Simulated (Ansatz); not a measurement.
PBE against PBEsol: hypothetical I4_132 P, pressure 10 GPa

Consider P (space group I4_132, No. 214; a = 6.102 Å; a hypothetical phase, not in the database extracts checked).

(Cell as relaxed with PBE.)

Levels (all Ansatz, a program for electronic structure, PAW): PBE (420 eV, no spin-orbit coupling); PBEsol (420 eV, spin-orbit coupling left out).

Each level relaxes its own structure.

```json
[
 {"base": "volume per atom", "PBE": "28.40 Å³", "PBEsol": "27.40 Å³"},
 {"base": "lattice parameter a", "PBE": "6.102 Å", "PBEsol": "6.029 Å"},
 {"base": "band gap", "PBE": "zero", "PBEsol": "zero"}
]
```

It is then changed as follows: a hydrostatic pressure of 10 GPa.

```csv
quantity,PBE,PBEsol
volume per atom,24.15 Å³,23.75 Å³
band gap,zero,zero
```

PBE's volume per atom lies 0.40 Å³ above PBEsol's (1.7 %); the two agree on the band gap. Neither level is exact; PBEsol is the comparison here, not a measurement.

Load acts through the strain it causes; cell and atoms are relaxed under it. Whether these cells are dynamically stable was not tested. Competing high-pressure phases were not computed.
